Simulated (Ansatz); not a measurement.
(Ru,Os): OsRu7

A 16-atom cell of (Ru,Os) started in the hexagonal close-packed structure, site fractions Ru 0.875, Os 0.125, short-range order -0.05 in the first shell of the mixed sites (0 is random, a negative value favours unlike neighbours), space group Cm at the end.

The mixing enthalpy is taken against the end members in the hexagonal close-packed type (which need not be the stable form of Ru and Os), relaxed in the same cell and mesh.

Computed with r2SCAN (plane waves to 500 eV, PAW; Ansatz, a quantum-chemistry and plane-wave program). No spin–orbit coupling; the runs are not spin-polarised. Its k-point mesh 6×6×6, Fermi–Dirac width 0.05 eV.

- volume per atom = 13.56 Å³
- Ru–Ru bonds = 2.678 Å on average, from 2.643 to 2.714 (73)
- Os–Ru bonds = 2.674 Å on average, from 2.644 to 2.714 (22)
- Os–Os bonds = 2.710 Å on average, from 2.710 to 2.710 (1)
- mixing enthalpy per site of the mixed sublattice = -3 meV
- departure of the mean lattice parameter from Vegard's line = under 0.15 %, inside the noise of the relaxations

```yaml
crystal:
  lattice:
    - [-0.00008, -4.69116, -4.26959]
    - [0.00008, 4.69116, -4.26959]
    - [5.41616, 0.00010, 4.26959]
  atoms:
    - { symbol: Ru, position: [0.58314, 0.41615, 0.24958] }
    - { symbol: Ru, position: [0.20883, 0.54184, 0.00040] }
    - { symbol: Ru, position: [0.70856, 0.04157, 0.00040] }
    - { symbol: Ru, position: [0.33373, 0.16740, 0.75038] }
    - { symbol: Ru, position: [0.45810, 0.79177, 0.49960] }
    - { symbol: Ru, position: [0.95783, 0.29151, 0.49960] }
    - { symbol: Ru, position: [0.08343, 0.91644, 0.24958] }
    - { symbol: Ru, position: [0.83298, 0.66665, 0.75038] }
    - { symbol: Os, position: [0.54111, 0.20852, 0.49962] }
    - { symbol: Ru, position: [0.16701, 0.33307, 0.25008] }
    - { symbol: Ru, position: [0.66660, 0.83285, 0.24945] }
    - { symbol: Ru, position: [0.29227, 0.95816, 0.00043] }
    - { symbol: Os, position: [0.41644, 0.58376, 0.75019] }
    - { symbol: Ru, position: [0.91650, 0.08379, 0.75029] }
    - { symbol: Ru, position: [0.04149, 0.70841, 0.49990] }
    - { symbol: Ru, position: [0.79199, 0.45811, 0.00010] }
```
